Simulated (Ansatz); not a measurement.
Input and output of a self-consistent single point for HRh (Fm-3m, 2 atoms in the cell) (Ansatz, a program for electronic structure).

Level of theory: LDA (PW92), default PAW files made with PBE (plane waves; Ansatz).

The change in words: lattice scaled by 0.98; kpoints.mp_grid.grid: 14 14 14 → 11 11 11. Reference geometry:
```
CELL_PARAMETERS angstrom
      0.00000     2.02254     2.02254
      2.02254     0.00000     2.02254
      2.02254     2.02254     0.00000
ATOMIC_POSITIONS crystal
  H  0.50000 0.50000 0.50000
  Rh 0.00000 0.00000 0.00000
```
Moments meant for the start (each program seeds them in its own way; μB, in the order of the atoms H Rh): 0.0 1.0.

Reference input (self-consistent single point, DFT, LDA (PW92), plane waves, default PAW files made with PBE): basis.ecutwfc = 420 eV; kpoints.mp_grid.grid = 14 14 14; hamiltonian.xc = lda; hamiltonian.pseudopotentials = {kind: paw} (the program's default PAW files); magnetization.spin_polarized = true; scf.occupations.method = gaussian; scf.occupations.width = 0.1 eV. This run's input differs from it in these lines:

Ansatz 0.2 input:
```diff
@@ -3,5 +3,5 @@
   lattice:
-    - [0.000000, 2.022542, 2.022542]
-    - [2.022542, 0.000000, 2.022542]
-    - [2.022542, 2.022542, 0.000000]
+    - [0.000000, 1.982091, 1.982091]
+    - [1.982091, 0.000000, 1.982091]
+    - [1.982091, 1.982091, 0.000000]
   atoms:
@@ -12,3 +12,3 @@
 kpoints:
-  mp_grid: { grid: [14, 14, 14] }
+  mp_grid: { grid: [11, 11, 11] }
 hamiltonian:
```

Output (repeated stretches shortened):

```
SCF iter   1: F=—  HF=-6295.353744 eV  |F-HF|=—  |Δ(HF+E_count)|=         —  Δρ=9.44e-2 (↑9.44e-2 ↓3.40e-2)  dr2=1.93e0  dr2_m=3.14e-1  M=0.129 μB ∫|m|=0.132 μB  β_m=0.30  ethr=3.10e-3  ⟨swp⟩=4.3  Hψ=7845  notcnv=0
Mixer restart at iter 1: flushing history
all-band conjugate gradients solve this SCF's bands
preconditioner: auto → none
   [... lines left out ...]
SCF iter  10: F=—  HF=-6294.331595 eV  |F-HF|=—  |Δ(HF+E_count)|=  1.63e-10  Δρ=6.92e-7 (↑5.50e-7 ↓6.92e-7)  dr2=6.55e-12  dr2_m=5.43e-11  M=0.000 μB ∫|m|=0.000 μB  β_m=0.83  ethr=2.03e-12  ⟨swp⟩=2.4  Hψ=2324  notcnv=0  defer=55
SCF iter  11: F=-6294.331595 eV  HF=-6294.331595 eV  |F-HF|=1.82e-12  |Δ(HF+E_count)|=  1.27e-11  Δρ=3.50e-8 (↑3.50e-8 ↓9.63e-9)  dr2=2.64e-13  dr2_m=3.61e-14  M=0.000 μB ∫|m|=0.000 μB  ethr=1.00e-12  ⟨swp⟩=3.4  Hψ=4564  notcnv=0
SCF 1 converged in 11 iterations: F = -6294.331595 eV  dr2 = 2.64e-13
WARN: the starting moments were not kept: the SCF closed with an absolute magnetisation of 1.0e-6 μB, where they sum to 1 μB in size (1 site) …
Magnetization: 0.0000 μB (9.0000 up, 9.0000 down)
   [... lines left out ...]
Absolute magnetization: 0.0000 μB (∫|ρ↑−ρ↓|, with the PAW one-centre terms)
Free energy (F): -6294.331595 eV
Fermi energy:    20.620950 eV
   [... lines left out ...]
  atom   2  Rh    -0.00000000     0.00000000     0.00000000
--- Stress (GPa, compression-positive) ---
       -0.061922      -0.000000       0.000000
       -0.000000      -0.061922       0.000000
       -0.000000      -0.000000      -0.061922
  P = ⅓ Tr σ = -0.0619 GPa (-0.619 kbar)
  The stress holds the Pulay correction. Without it, at fixed plane waves, as pw.x and ABINIT print it: P = -0.2568 GPa
```

The run converged in 11 iterations. Against the reference run the free energy drops by 25.7 meV/atom and the pressure goes from -14.48 to -0.06 GPa.

The starting cell comes from a database of computed structures (which also holds hypothetical and non-ambient phases and stackings), without a prior relaxation at this level. Its lattice was rescaled by up to half a per cent. For this run, on top of that: lattice scaled by 0.98. The starting moments vanished: the run ended non-magnetic. The program warned that a starting moment was not kept. Ansatz's pressure includes its estimate of the finite-basis (Pulay) stress.
